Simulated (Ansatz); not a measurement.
# BN under a change: holes 3.0×10^21 cm⁻³

Start from BN in the wurtzite structure (space group P6_3mc, No. 186; a = 2.554 Å, c = 4.224 Å).

Perturbation: hole doping at 3.0×10^21 cm⁻³ (0.0716 per cell), with a uniform compensating background at fixed cell and a 300 K Fermi–Dirac width.

Computed with Ansatz (a quantum-chemistry and plane-wave program) PBE, without spin-orbit coupling, earlier PAW set. k-mesh 26×26×14 (Γ-centred); smearing 0.0259 eV (Fermi–Dirac).

```csv
quantity,base,changed,shift
gap between the host's bands,5.22 eV,5.20 eV,-0.02 eV
gap character,"indirect, Γ → K","indirect, Γ → K",–
Fermi level relative to the doped band's edge (positive inside the band; to 0.05 eV),–,+0.45 eV,–
```

Final structure:

```
BN
1.0
    2.55408     0.00000     0.00000
   -1.27704     2.21190     0.00000
    0.00000     0.00000     4.22393
B N
2 2
Direct
  0.66667   0.33333   0.99916
  0.33333   0.66667   0.49916
  0.66667   0.33333   0.62604
  0.33333   0.66667   0.12604
```
Cell charge +0.071588.

Charged cell with a jellium background: band edges are those of the host's band count, energies are not comparable with the neutral cell, and many-body gap narrowing is missing. Whether these cells are dynamically stable was not tested.
